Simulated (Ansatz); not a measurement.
Reference: BeTe (F-43m), PBEsol with spin-orbit coupling, rigid bands (plane waves, PAW; Ansatz, an electronic-structure program); axes and stresses refer to this cell.

```yaml
crystal:
  lattice:
    - [0.00000, 2.80237, 2.80237]
    - [2.80237, 0.00000, 2.80237]
    - [2.80237, 2.80237, 0.00000]
  atoms:
    - { symbol: Be, position: [0.00000, 0.00000, 0.00000] }
    - { symbol: Te, position: [0.75000, 0.75000, 0.75000] }
```

hole conductivity mass: 0.38 mₑ
electron conductivity mass: 0.36 mₑ
band gap: 1.54 eV

Problem. Change: uniaxial stress along [110] of 2 GPa (compression positive). What happens to hole conductivity mass, electron conductivity mass, band gap?

Solution. hole conductivity mass falls to 0.33 mₑ; electron conductivity mass moves little, to 0.36 mₑ; band gap decreases to 1.41 eV.

Masses are for dilute carriers at 300 K, harmonic means over directions unless an axis is named. Stresses and pressures are the targets of the relaxation.  The structure type is held under load, also where the real crystal would transform.
